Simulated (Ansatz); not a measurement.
We consider BAs (model structure, P6₂22, No. 180, 6 atoms in the cell), described by r²SCAN (Ansatz, a first-principles code, PAW).

Run with plane-wave cutoff 560 eV, 18×18×8 k mesh (along the axes of the cell as run), Fermi–Dirac smearing 0.05 eV, scalar-relativistic PAW data made under PBE.

Cell (relaxed at this level):

AsB has the hexagonal space group P6₂22 (No. 180), Pearson symbol hP6. Conventional cell: a = b = 3.4468 Å, c = 7.4599 Å, α = β = 90.00°, γ = 120.00°. B on 3d sees 4 As at 2.125 Å. As on 3c has 4 B at 2.125 Å. (Neighbours: up to the widest gap in distance over summed covalent radii, below 1.35, at either atom.)

### Question
What does this level give for the band gap and smallest direct gap on the k points sampled?

### Answer

* **band gap**: 0.67 eV (indirect)
* **smallest direct gap on the k points sampled**: 2.52 eV

Note: the relaxation could raise the start's symmetry but not lower it, so the cell can be a saddle point.

Spin–orbit coupling is not included.

Static lattice: no zero-point or thermal effects.

Computing time: roughly 3 core-minutes.

A model structure was made by putting elements into a prototype or built by hand; it is no filed structure, need not be a known phase, and can be a saddle point held by its symmetry.
